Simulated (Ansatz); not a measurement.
Consider O vacancy in beta Ga2O3, charge state +2. Level of theory: PBE, PAW (plane waves to 420 eV; Ansatz, a quantum-chemistry and plane-wave program).

Cell of 120 host sites held at the relaxed PBE lattice; the Γ point alone; Fermi-Dirac width 0.01 eV, spin-restricted; finite-size errors left in. Static, classical nuclei. The charge state is imposed; whether it is stable for some Fermi level was not computed. Forms of the defect that were not tried may lie lower. The start lies 0.15 eV above the lowest site run (PBE).

Barriers: single points on a 2×2×2 k-point mesh shifted by half a step at the bands' geometries (they differ from the bands' own by up to 0.05 eV, and are uncertain by about as much).

Relaxed starting cell (atoms counted from 1):

```
CELL_PARAMETERS angstrom
     12.45496     0.00000     0.00000
      0.00000     9.25026     0.00000
     -2.78275     0.00000    11.42039
ATOMIC_POSITIONS crystal
  Ga 0.08809 0.99982 0.39209
  Ga 0.04259 0.99964 0.81610
  Ga 0.08655 0.33487 0.40099
  Ga 0.09233 0.33057 0.89982
  Ga 0.08652 0.66479 0.40100
  Ga 0.09228 0.66876 0.89986
  Ga 0.41033 0.16640 0.10073
  Ga 0.41151 0.16599 0.60125
  Ga 0.41001 0.49978 0.10345
  Ga 0.41261 0.49978 0.60770
  Ga 0.41033 0.83315 0.10072
  Ga 0.41151 0.83356 0.60126
  Ga 0.15791 0.18487 0.17571
  Ga 0.16298 0.16580 0.65101
  Ga 0.16062 0.49977 0.15724
  Ga 0.15799 0.49986 0.66225
  Ga 0.15793 0.81462 0.17576
  Ga 0.16296 0.83393 0.65102
  Ga 0.34631 0.99977 0.33963
  Ga 0.34270 0.99977 0.84231
  Ga 0.34603 0.33597 0.34894
  Ga 0.34092 0.33324 0.84407
  Ga 0.34604 0.66360 0.34896
  Ga 0.34090 0.66631 0.84408
  O  0.16562 0.99984 0.54649
  O  0.16471 0.33009 0.05833
  O  0.16180 0.33480 0.55585
  O  0.16475 0.66943 0.05835
  O  0.16178 0.66493 0.55587
  O  0.33739 0.16477 0.44276
  O  0.33360 0.16413 0.94449
  O  0.33948 0.49978 0.45001
  O  0.33429 0.49978 0.94704
  O  0.33738 0.83479 0.44277
  O  0.33359 0.83543 0.94448
  O  0.16865 0.99977 0.26952
  O  0.17290 0.99981 0.77041
  O  0.17565 0.33765 0.28978
  O  0.17374 0.33099 0.78333
  O  0.17565 0.66188 0.28981
  O  0.17369 0.66862 0.78334
  O  0.32133 0.16099 0.21261
  O  0.32691 0.16594 0.71578
  O  0.32656 0.49976 0.22069
  O  0.32551 0.49980 0.71934
  O  0.32133 0.83854 0.21262
  O  0.32690 0.83363 0.71579
  O  0.49572 0.99977 0.12796
  O  0.49703 0.99978 0.62645
  O  0.49504 0.33285 0.12917
  O  0.49745 0.33227 0.62794
  O  0.49503 0.66670 0.12918
  O  0.49746 0.66729 0.62794
  O  0.00393 0.16670 0.36895
  O  0.00326 0.16477 0.87938
  O  0.00163 0.49982 0.37134
  O  0.00756 0.49966 0.87654
  O  0.00392 0.83295 0.36894
  O  0.00316 0.83453 0.87937
  Ga 0.59321 0.16622 0.39785
  Ga 0.58856 0.16680 0.89654
  Ga 0.59134 0.49979 0.39803
  Ga 0.58963 0.49978 0.89715
  Ga 0.59323 0.83336 0.39787
  Ga 0.58854 0.83277 0.89656
  Ga 0.91121 0.99975 0.10043
  Ga 0.90029 0.99983 0.59038
  Ga 0.91159 0.33392 0.10351
  Ga 0.91162 0.33135 0.60522
  Ga 0.91159 0.66556 0.10354
  Ga 0.91162 0.66835 0.60526
  Ga 0.65819 0.99979 0.15449
  Ga 0.65824 0.99979 0.65784
  Ga 0.65778 0.33297 0.15579
  Ga 0.65977 0.33364 0.65700
  Ga 0.65778 0.66657 0.15581
  Ga 0.65977 0.66593 0.65701
  Ga 0.84043 0.16854 0.33741
  Ga 0.83795 0.16945 0.84599
  Ga 0.84033 0.49982 0.34550
  Ga 0.84351 0.49971 0.84365
  Ga 0.84043 0.83112 0.33742
  Ga 0.83788 0.82998 0.84604
  O  0.66230 0.16695 0.05327
  O  0.66707 0.16532 0.55537
  O  0.66188 0.49978 0.05479
  O  0.66544 0.49979 0.55475
  O  0.66228 0.83260 0.05328
  O  0.66711 0.83426 0.55539
  O  0.83263 0.99986 0.43688
  O  0.83441 0.99973 0.94540
  O  0.84065 0.33035 0.44715
  O  0.83717 0.33465 0.94751
  O  0.84070 0.66931 0.44719
  O  0.83714 0.66475 0.94755
  O  0.67426 0.16758 0.28052
  O  0.67399 0.16530 0.78211
  O  0.67555 0.49982 0.28354
  O  0.67459 0.49977 0.78285
  O  0.67428 0.83201 0.28054
  O  0.67397 0.83423 0.78212
  O  0.82703 0.99978 0.21407
  O  0.83394 0.99981 0.72042
  O  0.82699 0.33275 0.21699
  O  0.82746 0.33286 0.71979
  O  0.82699 0.66682 0.21701
  O  0.82745 0.66672 0.71983
  O  0.99990 0.16550 0.12562
  O  0.99672 0.15892 0.63524
  O  0.99912 0.49975 0.13092
  O  0.99608 0.49984 0.63050
  O  0.99991 0.83399 0.12562
  O  0.99672 0.84076 0.63528
  O  0.50677 0.99978 0.37074
  O  0.50341 0.99979 0.87018
  O  0.50571 0.33227 0.37213
  O  0.50268 0.33337 0.87139
  O  0.50572 0.66731 0.37214
  O  0.50267 0.66619 0.87140
```
Cell charge +2.

End state 1 differs by these moves (Å; atoms that move under 0.08 Å are left out):

| atom | element | Δx | Δy | Δz |
|---|---|---|---|---|
| 2 | Ga | 0.39 | 0.00 | 0.94 |
| 7 | Ga | 0.85 | 0.00 | -0.50 |
| 12 | Ga | 0.00 | -0.02 | 0.10 |
| 13 | Ga | -0.16 | -0.17 | -0.26 |
| 14 | Ga | -0.06 | 0.01 | 0.06 |
| 17 | Ga | 0.06 | 0.17 | -0.22 |
| 18 | Ga | -0.07 | -0.01 | 0.07 |
| 19 | Ga | -0.11 | -0.14 | 0.20 |
| 21 | Ga | -0.08 | 0.11 | 0.09 |
| 23 | Ga | -0.06 | 0.03 | -0.04 |
| 25 | O | -0.03 | 0.00 | 0.09 |
| 30 | O | 0.06 | 0.01 | -0.06 |
| 31 | O | 0.13 | 0.02 | -0.04 |
| 32 | O | -0.09 | 0.06 | 0.04 |
| 34 | O | -0.08 | -0.08 | 0.12 |
| 36 | O | 0.10 | 0.09 | 0.15 |
| 37 | O | -0.01 | 0.01 | 0.14 |
| 38 | O | 0.07 | -0.13 | -0.08 |
| 40 | O | 0.00 | 0.04 | -0.08 |
| 42 | O | -1.52 | -1.45 | -1.76 |
| 46 | O | 0.03 | -0.02 | 0.11 |
| 48 | O | -0.01 | -0.03 | 0.13 |
| 50 | O | 0.00 | 0.03 | 0.11 |
| 60 | Ga | -0.09 | 0.00 | -0.03 |
| 61 | Ga | 0.08 | 0.00 | -0.14 |
| 66 | Ga | -0.08 | -0.04 | 0.00 |
| 67 | Ga | 0.11 | 0.00 | 0.14 |
| 68 | Ga | -0.08 | 0.03 | -0.04 |
| 72 | Ga | -0.01 | -0.07 | 0.12 |
| 74 | Ga | 0.00 | 0.07 | 0.11 |
| 78 | Ga | -0.01 | -0.02 | 0.08 |
| 79 | Ga | 0.10 | -0.03 | -0.06 |
| 82 | Ga | 0.02 | 0.00 | 0.09 |
| 84 | O | -0.37 | -0.01 | -0.02 |
| 90 | O | 0.06 | -0.01 | 0.10 |
| 103 | O | -0.07 | 0.00 | -0.04 |
| 108 | O | -0.17 | 0.01 | 0.02 |
| 109 | O | 0.03 | 0.07 | -0.08 |
| 113 | O | 0.02 | -0.07 | -0.06 |
| 114 | O | -0.09 | -0.02 | 0.01 |

Task: Estimate the forward and backward barriers to end state 1 that PBE, PAW returns for this input.

Result: forward 1.54 eV, backward 1.69 eV; at the saddle point atom 42 has neighbours Ga at 1.87, Ga at 2.01 Å. The saddle point's order was not checked.

End state 2 differs by these moves (Å; atoms that move under 0.08 Å are left out):

| atom | element | Δx | Δy | Δz |
|---|---|---|---|---|
| 2 | Ga | 1.04 | -0.45 | 1.12 |
| 4 | Ga | 0.66 | 0.47 | 0.17 |
| 6 | Ga | -0.11 | -0.02 | -0.01 |
| 13 | Ga | 0.07 | -0.17 | -0.11 |
| 14 | Ga | -0.08 | 0.01 | 0.02 |
| 15 | Ga | -0.05 | 0.02 | 0.09 |
| 16 | Ga | 0.01 | 0.00 | -0.11 |
| 17 | Ga | 0.04 | 0.15 | -0.12 |
| 18 | Ga | -0.08 | -0.01 | 0.01 |
| 20 | Ga | 0.07 | 0.03 | -0.11 |
| 22 | Ga | 0.10 | -0.04 | -0.13 |
| 24 | Ga | -0.06 | 0.00 | -0.07 |
| 25 | O | -0.06 | 0.00 | 0.08 |
| 33 | O | -0.24 | -0.09 | -0.03 |
| 35 | O | -0.24 | 0.07 | 0.00 |
| 36 | O | 0.04 | 0.00 | 0.18 |
| 37 | O | 0.05 | 0.03 | 0.07 |
| 39 | O | 0.08 | -0.02 | -0.08 |
| 42 | O | 0.07 | 0.05 | 0.07 |
| 46 | O | 0.04 | -0.06 | 0.09 |
| 52 | O | -0.04 | 0.00 | -0.12 |
| 55 | O | 1.54 | -1.52 | 2.11 |
| 57 | O | 0.12 | -0.10 | -0.03 |
| 59 | O | 0.18 | 0.09 | -0.07 |
| 67 | Ga | 0.10 | 0.01 | 0.15 |
| 79 | Ga | -0.17 | -0.03 | -0.06 |
| 83 | Ga | 0.14 | 0.06 | -0.03 |
| 90 | O | 0.03 | 0.00 | 0.11 |
| 91 | O | 0.15 | 0.04 | -0.01 |
| 93 | O | 0.12 | -0.06 | -0.03 |
| 95 | O | 0.18 | 0.02 | -0.04 |
| 97 | O | -0.09 | 0.01 | 0.00 |
| 103 | O | -0.08 | 0.03 | 0.00 |
| 109 | O | -0.02 | 0.07 | 0.08 |
| 113 | O | 0.01 | -0.07 | -0.09 |
| 119 | O | -0.08 | 0.00 | 0.04 |

Task: Give the forward and backward barriers to end state 2 at the level PBE, PAW.

Result: forward 1.56 eV, backward 0.77 eV; at the saddle point atom 55 has neighbours Ga at 1.73, Ga at 1.92 Å. The saddle point's order was not checked.

End state 3 differs by these moves (Å; atoms that move under 0.15 Å are left out):

```
atom  element     Δx     Δy     Δz
----  -------  -----  -----  -----
2          Ga   0.34   0.01   0.91
13         Ga   0.29  -0.17  -0.18
17         Ga  -0.02   0.20  -0.21
28          O  -0.18  -0.03  -0.02
37          O  -0.02   0.00   0.15
42          O   0.14   0.05   0.06
66         Ga  -0.69  -0.45  -0.17
67         Ga   0.12   0.00   0.15
68         Ga  -0.69   0.44  -0.20
72         Ga  -0.08   0.03   0.15
74         Ga  -0.07  -0.03   0.14
86          O   0.30  -0.09   0.02
88          O   0.29   0.09   0.04
108         O   2.12  -1.49  -0.80
110         O  -0.17  -0.10  -0.05
112         O  -0.20   0.09   0.01
```

Task: Predict the forward and backward barriers to end state 3 from PBE, PAW.

Result: forward 1.67 eV, backward 0.88 eV; at the saddle point atom 108 has neighbours Ga at 1.84, Ga at 1.89 Å. The saddle point's order was not checked.

End state 4 differs by these moves (Å; atoms that move under 0.08 Å are left out):

| atom | element | Δx | Δy | Δz |
|---|---|---|---|---|
| 1 | Ga | -0.84 | 0.00 | 0.60 |
| 2 | Ga | 0.35 | 0.00 | 0.97 |
| 3 | Ga | 0.09 | -0.03 | -0.05 |
| 4 | Ga | -0.03 | 0.04 | -0.09 |
| 5 | Ga | 0.09 | 0.03 | -0.05 |
| 6 | Ga | -0.03 | -0.03 | -0.09 |
| 13 | Ga | 0.10 | -0.03 | -0.35 |
| 14 | Ga | -0.06 | 0.03 | 0.14 |
| 16 | Ga | 0.05 | 0.00 | -0.10 |
| 17 | Ga | 0.10 | 0.03 | -0.35 |
| 18 | Ga | -0.06 | -0.03 | 0.14 |
| 19 | Ga | 0.16 | 0.00 | 0.10 |
| 25 | O | -0.14 | 0.00 | 0.16 |
| 26 | O | 0.07 | 0.09 | -0.12 |
| 28 | O | 0.06 | -0.09 | -0.12 |
| 36 | O | 0.46 | 0.00 | -2.35 |
| 37 | O | -0.03 | 0.00 | 0.21 |
| 38 | O | 0.03 | -0.07 | -0.12 |
| 40 | O | 0.03 | 0.07 | -0.12 |
| 42 | O | -0.02 | -0.04 | 0.07 |
| 46 | O | -0.02 | 0.04 | 0.07 |
| 57 | O | -0.05 | 0.00 | -0.08 |
| 67 | Ga | 0.03 | 0.00 | 0.31 |
| 90 | O | 0.41 | 0.00 | 0.15 |
| 103 | O | -0.13 | 0.00 | 0.05 |
| 109 | O | 0.01 | 0.07 | -0.07 |
| 113 | O | 0.01 | -0.07 | -0.07 |
| 114 | O | 0.09 | 0.00 | 0.04 |

Task: What forward and backward barriers to end state 4 does PBE, PAW give?

Result: forward 1.49 eV, backward 1.64 eV; at the saddle point atom 36 has neighbours 2 Ga at 1.77 Å. The saddle point's order was not checked, and it lies on a symmetry element of the cell, where a band can be held.
